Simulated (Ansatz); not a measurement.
Checking a run of Ansatz (a first-principles code) on InPPd5 (P1, 7 atoms in the cell). The aim is a self-consistent single point with DFT, PBEsol, plane waves, default PAW files made with PBE.

Cell that was meant: a = 3.9530 Å, b = 3.9530 Å, c = 6.9702 Å, α = 90.00°, β = 90.00°, γ = 90.00°.

Part of the input:

Ansatz 0.2 input:
```yaml
    - { symbol: Pd, position_ang: [2.103614, 0.006052, 4.896984] }
    - { symbol: Pd, position_ang: [-0.032608, 0.133031, -0.072846] }
basis:
  ecutwfc: 145.0
kpoints:
  mp_grid: { grid: [6, 6, 4] }
hamiltonian:
```

Log, with long lists cut:

```
   [... lines left out ...]
PAW frozen core: Pd, regenerated for the run's functional, and the local potential with it
Initial density: superposition of atomic densities (neutral atoms: chi_scale 0, normalization atom), corrected by the library's trained network
Initial wavefunctions: pseudopotential atomic-orbital guess
Eigensolver: davidson
Functional: x = pbesol(κ = 0.804, μ = 0.12345679012345678), c = pbesol(β = 0.046)
SCF iter   1: F=—  HF=-40503.077092 eV  |F-HF|=—  |Δ(HF+E_count)|=         —  Δρ=5.40e-1  dr2=2.32e2  ethr=1.77e-3  ⟨swp⟩=6.1  Hψ=17706  notcnv=0  defer=86
all-band conjugate gradients solve this SCF's bands
preconditioner: auto → Kerker (q_TF=auto, 2.724 Å⁻¹)
SCF iter   2: F=—  HF=-40427.293146 eV  |F-HF|=—  |Δ(HF+E_count)|=    7.58e1  S|Δr|=    0.00e0  Δρ=3.02e-1  dr2=7.06e1  ethr=1.77e-3  ⟨swp⟩=3.0  Hψ=12414  notcnv=0  defer=322
   [... lines left out ...]
SCF iter   8: F=—  HF=-40394.893028 eV  |F-HF|=—  |Δ(HF+E_count)|=   5.43e-3  S|Δr|=    0.00e0  Δρ=9.30e-5  dr2=8.43e-6  ethr=5.13e-8  ⟨swp⟩=2.0  Hψ=7349  notcnv=0  defer=331
SCF iter   9: F=—  HF=-40394.893027 eV  |F-HF|=—  |Δ(HF+E_count)|=   1.17e-6  S|Δr|=    0.00e0  Δρ=2.05e-5  dr2=6.69e-7  ethr=7.81e-9  ⟨swp⟩=2.0  Hψ=6618  notcnv=0  defer=331
SCF iter  10: F=-40394.893027 eV  HF=-40394.893027 eV  |F-HF|=3.03e-8  |Δ(HF+E_count)|=   9.64e-8  S|Δr|=    0.00e0  Δρ=7.28e-6  dr2=6.80e-8  ethr=9.26e-11  ⟨swp⟩=10.4  Hψ=19381  notcnv=0
SCF 1 converged in 10 iterations: F = -40394.893027 eV  dr2 = 6.80e-8
Stability not checked (fill_not_monotonic)
Free energy (F): -40394.893027 eV
Internal energy: -40394.893554 eV  (E = F + TS)
E sigma→0 (E₀):  -40394.893202 eV
Entropy (-TS):   0.000527 eV (0.075 meV/atom)
Fermi energy:    18.190574 eV
--- Forces (eV/Å), atoms counted from 1 ---
  atom   1  In     3.67829906     4.96014515    -2.66352048
  atom   2  P      3.02490640    -1.23780478    -2.75519606
  atom   3  Pd     0.54186057    -0.58627174    -0.86190646
   [... lines left out ...]
  atom   7  Pd    -0.64161022    -6.32730841     1.89792372
--- Stress (GPa, compression-positive) ---
       -7.027377       6.821430      -3.225969
        6.821430     -10.124696       1.892255
       -3.225969       1.892255     -33.244085
  P = ⅓ Tr σ = -16.7987 GPa (-167.987 kbar)
  The stress holds the Pulay correction. Without it, at fixed plane waves, as pw.x and ABINIT print it: P = -1870.8171 GPa
```

### Question
Is anything amiss in this input, and did it matter?

### Answer
The run is not sound. The fault is a basis or grid far too coarse for these potentials. Far below the cutoff that the potentials were made for, the basis cannot represent the orbitals near the nuclei, and energies, forces and above all the stress go wrong. To fix it, restore the cutoff that the potentials need and check convergence. The run converged in 10 iterations without an error; against the sound input the free energy goes up by 58.2 eV/atom, the pressure goes from -1.62 to -16.80 GPa and the largest force goes from 1.986 to 7.362 eV/Å. At a fixed set of plane waves, without the program's Pulay estimate, the pressure is -1870.82 GPa against -1.68 GPa.

The sound input it was made from differs as follows (other fixes are possible):
```diff
-  ecutwfc: 145.0
+  ecutwfc: 420.0
```

With that input, the run converged in 7 iterations: free energy E − TS (on the zero of these files) -40802.4591 eV; Fermi level (on the code's own zero) 17.49 eV; pressure -1.62 GPa; largest force (vector length) 1.986 eV/Å (DFT, PBEsol, plane waves, default PAW files made with PBE).

On the sound input: the starting cell comes from a database of computed structures (which also holds hypothetical and non-ambient phases and stackings), without a prior relaxation at this level. Its atoms were displaced at random from the sites of space group no. 123. Spin polarisation is off. Forces in this geometry exceed 1 eV/Å. Ansatz's pressure includes its estimate of the finite-basis (Pulay) stress.
